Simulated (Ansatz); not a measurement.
End structure of F on the 1x1 (100) surface of monoclinic ZrO2 (cut with top plane 2 O), one in a 1x1 cell, started at the site 'over Zr at depth 1.1 Å':

Host crystal: monoclinic ZrO2, with a band gap (PBE, scalar-relativistic without spin-orbit coupling).

```
CELL_PARAMETERS angstrom
      5.24177     0.00000     0.00000
      0.00000     5.37884     0.00000
      0.00000     0.00000    29.00000
ATOMIC_POSITIONS crystal
  O  0.19624 0.87249 0.33776
  O  0.30376 0.37249 0.33776
  Zr 0.07348 0.16444 0.37438
  Zr 0.42652 0.66444 0.37438
  O  0.74107 0.90195 0.40069
  O  0.75893 0.40195 0.40069
  O  0.24260 0.43749 0.42438
  O  0.25740 0.93749 0.42438
  Zr 0.55443 0.17422 0.45111
  Zr 0.94557 0.67422 0.45111
  O  0.66766 0.50149 0.48762
  O  0.83234 0.00149 0.48762
  O  0.16579 0.67293 0.51206
  O  0.33089 0.17323 0.51174
  Zr 0.04944 0.00046 0.54928
  Zr 0.45147 0.49964 0.54869
  O  0.74053 0.74122 0.57762
  O  0.75613 0.24322 0.57761
  O  0.24903 0.26855 0.59793
  O  0.25107 0.76319 0.59794
  Zr 0.54374 0.00397 0.63479
  Zr 0.94404 0.50409 0.62233
  O  0.75030 0.28246 0.66615
  O  0.77941 0.75390 0.66694
  F  0.28658 0.00590 0.68188
```

Model: 25-atom slab, 9.4 Å thick at the start under the adsorbate (thin: gaps and levels are the slab's own), 4x4x1 mesh, Fermi-Dirac 0.01 eV, dipole correction, 12 atoms held, the rest relaxed; no symmetry held; spin-polarised, ending with about 1.0 μB a cell, a value that depends on the mesh; orders that need a larger cell were not tried, no spin-orbit, no U, no dispersion correction. The slab shows no gap over 0.04 eV on its mesh. At the end it is bonded to Zr. In PBE it is, or lies within 0.03 eV of, the lowest of the starts that converged.

A negative adsorption energy means that the adsorbate is more stable on the surface than in its reference.

Problem. Estimate the adsorption energy against ½ F2(g) that PBE (Ansatz, an electronic-structure program) returns for this input.

Solution. -1.62 eV

Problem. What change of the step from the bottom to the top vacuum level, against the clean slab does PBE give?

Solution. 1.52 eV

Problem. What is the computed work function of the top face (PBE)?

Solution. 8.78 eV
